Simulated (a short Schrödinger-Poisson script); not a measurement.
Solved with a short Schrödinger-Poisson script written for these runs: one-band effective-mass equation with BenDaniel-Duke matching, electrons, heavy and light holes apart, hard walls at the outer ends, one valence edge for both holes (no strain splitting), no charge, excitons, band mixing or non-parabolicity; under a field the levels are quasi-bound states of a box, listed while three quarters of their weight lies within 4 nm of the wells.

System: coupled double In0.4Ga0.6As/GaAs quantum well.

From the first side: 20 nm GaAs; 8 nm In0.4Ga0.6As; 1.5 nm GaAs; 8 nm In0.4Ga0.6As; 20 nm GaAs.

The device is made up for the run: typed textbook-type constants, with dimensions and the other settings drawn at random. In0.4Ga0.6As: direct gap (eV) 1.024, conduction-band edge (eV) 0, electron mass (mₑ) 0.051, heavy-hole mass 0.37, light-hole mass 0.08. GaAs: direct gap (eV) 1.424, conduction-band edge (eV) 0.26, electron mass (mₑ) 0.067, heavy-hole mass 0.377, light-hole mass 0.09.

The valence-band edge of each layer lies one gap below its conduction-band edge. The electron's potential energy rises along the stack by the applied field. Mesh 0.03 nm at interfaces.

Problem. Give the e2 − e1 (meV); the e1-hh1 transition at zero applied field (eV); the hh1 − lh1 (meV).

Solution. e2 − e1 (meV): 22.4; e1-hh1 transition at zero applied field (eV): 1.074; hh1 − lh1 (meV): 13.8. Excitons are left out, and strain enters only through the typed gaps and offsets, so measured lines lie elsewhere.
